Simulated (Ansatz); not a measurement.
## Zinc-blende KI (model structure)

Method: HSE06 (Ansatz, an electronic-structure program, PAW).

Run with plane-wave cutoff 500 eV, 6×6×6 k mesh, gaussian smearing 0.02 eV, scalar-relativistic PAW data made under PBE.

Cell (relaxed at this level):

Space group F-43m (No. 216); a = b = c = 7.962 Å, α = β = γ = 90.00°

| atom | site | symmetry | x | y | z |
|---|---|---|---|---|---|
| K | 4a | -43m | 0.0000 | 0.0000 | 0.0000 |
| I | 4d | -43m | 0.7500 | 0.7500 | 0.7500 |
(The calculation used a cell of 2 atoms; values per cell refer to that cell.)

```yaml
band_gap: 4.86 eV (on the SCF k mesh)
```

Note: the relaxation could raise the start's symmetry but not lower it, so the cell can be a saddle point.

Spin–orbit coupling is not included; with these elements it can move the gap by several tenths of an eV or more.

Computing time: roughly 14 core-minutes.

A model structure was made by putting elements into a prototype or built by hand; it is no filed structure, need not be a known phase, and can be a saddle point held by its symmetry.
